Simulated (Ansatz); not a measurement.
An Ansatz (a first-principles code) run: MoS2 with a change (isotropic strain −3.00 %); PBEsol-D3(BJ) (Ansatz; PAW; 420 eV plane waves; scalar-relativistic without spin-orbit coupling).

Input:

Ansatz 0.2 input:
```yaml
crystal:
  lattice:
    - [3.0157252596, 0, 0]
    - [-1.5078626298, 2.6116946857, 0]
    - [0, 0, 11.357713947]
  atoms:
    - { symbol: Mo, position: [0.6666666667, 0.3333333333, 0.25] }
    - { symbol: Mo, position: [0.3333333333, 0.6666666667, 0.75] }
    - { symbol: S, position: [0.6666666667, 0.3333333333, 0.8835074221] }
    - { symbol: S, position: [0.3333333333, 0.6666666667, 0.3835074221] }
    - { symbol: S, position: [0.3333333333, 0.6666666667, 0.1164925779] }
    - { symbol: S, position: [0.6666666667, 0.3333333333, 0.6164925779] }
basis: { ecutwfc: 420, ecutrho_ratio: 4, xc_grid: 2, fft_grid_basis: typed }
kpoints: { mp_grid: { grid: [12, 12, 3] } }
hamiltonian:
  xc: pbesol
  dispersion: d3bj
  pseudopotentials: { kind: paw }
scf: { occupations: { method: fermi_dirac, width: 0.05 }, convergence: { dr2_threshold: 0.0000000006 } }
relax: { f_tol: 0.005, max_steps: 50 }
output: { forces: true, stress: true }
checkpoint: { write: state.ck, write_every: 1000 }
```

Output (explanatory and most iteration lines left out):

```
Relaxation: its limit of steps is 50 (relax.max_steps)
Pseudopotential: Mo, paw, valence charge 14
Pseudopotential: S, paw, valence charge 6
Crystal: 6 atoms, lattice volume = 89.455 Å³
Basis set: ecut = 420 eV, 1693 PW (Γ), exchange–correlation on 48×48×160 points (8 copies of the dense FFT grid, shifted against one another)
Bands: 32, of which v1, the nominal top of the filled ones, is band 26 counted from 1 (25 counted from 0)
Symmetry: 24 space group operations
Space group: P63/mmc (ITA 194), of the structure as read, at distance tolerance 4.5e-5 Å
k-points: 38 of 432
Functional: x = pbesol(κ = 0.804, μ = 0.12345679012345678), c = pbesol(β = 0.046)
SCF iter   1: F=—  HF=-13342.173138 eV  |F-HF|=—  |Δ(HF+E_count)|=         —  Δρ=7.42e-3  dr2=2.18e-2  ethr=1.77e-3  ⟨swp⟩=6.9  Hψ=5576  notcnv=0
SCF iter   2: F=—  HF=-13342.175442 eV  |F-HF|=—  |Δ(HF+E_count)|=   2.30e-3  Δρ=4.25e-3  dr2=7.54e-3  ethr=4.20e-5  ⟨swp⟩=2.3  Hψ=2132  notcnv=0
SCF 1 converged in 8 iterations: F = -13342.177368 eV  dr2 = 1.51e-10
relax step   1: F+E_penalty+E_count = -13342.17736844 eV  Δ(F+E_penalty+E_count) = +0.000e0 eV  max|allowed force component| = 1.735e0 eV/Å  Δτ_max = 0.0000 Å  (8 SCF iters, accepted)
Crystal: 6 atoms, lattice volume = 89.455 Å³
SCF iter   1: F=—  HF=-13342.414410 eV  |F-HF|=—  |Δ(HF+E_count)|=         —  Δρ=7.25e-3  dr2=4.25e-2  ethr=8.55e-5  ⟨swp⟩=1.2  Hψ=4580  notcnv=0  defer=27
SCF iter   2: F=—  HF=-13342.405550 eV  |F-HF|=—  |Δ(HF+E_count)|=   8.86e-3  Δρ=3.88e-3  dr2=1.19e-2  ethr=8.17e-5  ⟨swp⟩=1.3  Hψ=1279  notcnv=0  defer=27
SCF 2 converged in 8 iterations: F = -13342.401641 eV  dr2 = 4.41e-11
relax step   2: F+E_penalty+E_count = -13342.40164136 eV  Δ(F+E_penalty+E_count) = -2.243e-1 eV  max|allowed force component| = 3.818e-1 eV/Å  Δτ_max = 0.0872 Å  (8 SCF iters, accepted)
Crystal: 6 atoms, lattice volume = 89.455 Å³
SCF iter   1: F=—  HF=-13342.415112 eV  |F-HF|=—  |Δ(HF+E_count)|=         —  Δρ=1.36e-3  dr2=1.48e-3  ethr=3.04e-5  ⟨swp⟩=3.8  Hψ=3472  notcnv=0  defer=30
SCF iter   2: F=—  HF=-13342.414804 eV  |F-HF|=—  |Δ(HF+E_count)|=   3.08e-4  Δρ=7.40e-4  dr2=4.39e-4  ethr=2.84e-6  ⟨swp⟩=1.0  Hψ=1520  notcnv=0  defer=30
SCF 3 converged in 6 iterations: F = -13342.414714 eV  dr2 = 2.65e-10
relax step   3: F+E_penalty+E_count = -13342.41471360 eV  Δ(F+E_penalty+E_count) = -1.307e-2 eV  max|allowed force component| = 4.776e-3 eV/Å  Δτ_max = 0.0168 Å  (6 SCF iters, accepted)
SCF converged after 6 iterations
Free energy (F): -13342.414714 eV
Internal energy: -13342.414341 eV  (E = F + TS)
E sigma→0 (E₀):  -13342.414528 eV
Entropy (-TS):   -0.000372 eV (-0.062 meV/atom)
Fermi energy:    14.310267 eV
  E_disp       = -2.658728  (pairwise vdW)
--- Forces (eV/Å), atoms counted from 1 ---
  atom   1  Mo    -0.00000000    -0.00000000     0.00000000
  atom   2  Mo    -0.00000000     0.00000000     0.00000000
  atom   3  S      0.00000000     0.00000000    -0.00477635
  atom   4  S     -0.00000000    -0.00000000    -0.00477635
  atom   5  S     -0.00000000    -0.00000000     0.00477635
  atom   6  S      0.00000000     0.00000000     0.00477635
--- Stress (GPa, compression-positive) ---
       11.894129      -0.000000       0.000000
        0.000000      11.894129      -0.000000
        0.000000      -0.000000       6.038576
  P = ⅓ Tr σ = 9.9423 GPa (99.423 kbar)
--- Relaxed structure (3 steps of the walk, 3 accepted, 0 SCFs on fresh bases) ---
  atoms:
    - { symbol: Mo, position: [0.6666666666666665, 0.3333333333333333, 0.24999999999999997] }
    - { symbol: Mo, position: [0.3333333333333333, 0.6666666666666666, 0.7499999999999999] }
    - { symbol: S, position: [0.6666666666666665, 0.3333333333333333, 0.8897038409309346] }
    - { symbol: S, position: [0.3333333333333333, 0.6666666666666666, 0.38970384093093463] }
    - { symbol: S, position: [0.3333333333333333, 0.6666666666666666, 0.11029615906906537] }
    - { symbol: S, position: [0.6666666666666665, 0.3333333333333333, 0.6102961590690652] }
```

Whether these cells are dynamically stable was not tested. The cell was made from MoS2 (space group P6_3/mmc, No. 194; layered, stacked along the Cartesian z axis) by this change: isotropic strain −3.00 %.
